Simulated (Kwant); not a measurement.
Model system: wire with an abrupt hard-wall neck in a In0.53Ga0.47As two-dimensional gas. Effective mass 0.041 mₑ, grid spacing 2 nm, hard walls, nominal width 40 nm (19 grid rows, so walls 40 nm apart), one parabolic valley, scattering region 120 nm long along x; energies count from the band bottom; Fermi energy swept from 0.0028661 to 0.09308 eV. Central neck 20 nm wide and 49 nm long.

Constants are typed, rounded textbook-type inputs, not results; the design itself was drawn at random and stands for no fabricated device.

Computed with Kwant: effective-mass tight-binding model on a square grid, one spin, coherent transport at 0 K. Conductance is in e²/h.

Density of the scattering states that come in from the left lead, at energy = 0.025093 eV, in bins, relative to the largest site value (x marks bins outside the device):

```
|             xxxxxxxxxxxxxxxxxx             |
|::::::...    xxxxxxxxxxxxxxxxxx             |
|+++===-:..   xxxxxxxxxxxxxxxxxx             |
|###**+=-:.   xxxxxxxxxxxxxxxxxx             |
|#%%##*+--..  xxxxxxxxxxxxxxxxxx             |
|####**=-:..                                 |
|+++++=-::......:::------:::..               |
|:-----:......:-==++****++=--:...            |
|.......   ..:-=+*#%%@@%%#*+=-:..            |
|    ..    ..:-=*#%@@@@@@%#*+-::..           |
|.......   ..:-=+*#%%@@%%#*+=-:..            |
|:-----:......:-==++****++=--:...            |
|+++++=-::......:::------:::..               |
|####**=-:..                                 |
|#%%##*+--..  xxxxxxxxxxxxxxxxxx             |
|###**+=-:.   xxxxxxxxxxxxxxxxxx             |
|+++===-:..   xxxxxxxxxxxxxxxxxx             |
|::::::...    xxxxxxxxxxxxxxxxxx             |
|             xxxxxxxxxxxxxxxxxx             |
```
Scale: ten equal steps from 0.000 (start of ' ') to 1.00 (end of '@'), in the order ' .:-=+*#%@'; x runs from -56.7 to 56.7, y from -17.2 (bottom) to 17.2 (top).

The conductance there is 0.91 e²/h with 2 open channel(s) in the leads.
